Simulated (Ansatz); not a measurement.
The starting structures come from a database of crystals and need not be the phases stable at ambient conditions.

By PBEsol, the system below comes out a metal.

```yaml
crystal:
  lattice:
    - [5.51517, 0.00000, 0.00000]
    - [-2.75759, 4.77628, 0.00000]
    - [0.00000, 0.00000, 4.40917]
  atoms:
    - { symbol: Ir, position: [0.16622, 0.83378, 0.75000] }
    - { symbol: Ir, position: [0.83378, 0.16622, 0.25000] }
    - { symbol: Ir, position: [0.33244, 0.16622, 0.25000] }
    - { symbol: Ir, position: [0.66756, 0.83378, 0.75000] }
    - { symbol: Ir, position: [0.16622, 0.33244, 0.75000] }
    - { symbol: Ir, position: [0.83378, 0.66756, 0.25000] }
    - { symbol: W, position: [0.66667, 0.33333, 0.75000] }
    - { symbol: W, position: [0.33333, 0.66667, 0.25000] }
```

Space group of this cell: P6_3/mmc. The cell is taken as given; by PBEsol its mean pressure is -5.8 GPa.

The current flows along the normal of the first two printed cell vectors, the (001) plane of the conventional cell. No spin-orbit coupling; the value is a mean over 0.1 eV about the Fermi level.

State the ballistic conductance per area according to PBEsol (Ansatz, a program for electronic structure).

0.73 × 10¹⁵ S/m² for both spins.
